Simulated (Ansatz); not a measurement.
Take NaVSe2 (space group R-3m, No. 166; a = 3.7039 Å, c = 20.4647 Å (hexagonal axes); ferromagnetic; a model cell, its experimental status unchecked; relaxed with 0.1 eV smearing) as the base. Axes: x lies along a and z along c of the hexagonal cell.

The values are results of PBEsol (Ansatz, a first-principles code, PAW, spin-orbit coupling left out), not measurements.

Base values:

The largest site moment comes out as 1.81 μB.

The change: biaxial strain −3.75 %, plane normal [001], relaxed out of plane (Cartesian); in-plane vectors clamped, the third vector and the atoms free.

Q: What does the calculation give for the energy relative to the base after the change?

A: The energy goes up by 19 meV/atom.

Q: What does the calculation give for the largest site moment after the change?

A: The largest site moment decreases by 0.08 μB (1.81 μB → 1.73 μB).

Q: How does this affect the in-plane stress?

A: The mean in-plane stress (compression positive) is +3.9 GPa.

Q: What does the calculation give for the out-of-plane strain after the change?

A: The out-of-plane strain is +3.47 %.

Other magnetic orders, which the real material may have, were not ruled out. Stability against distortions was not tested.
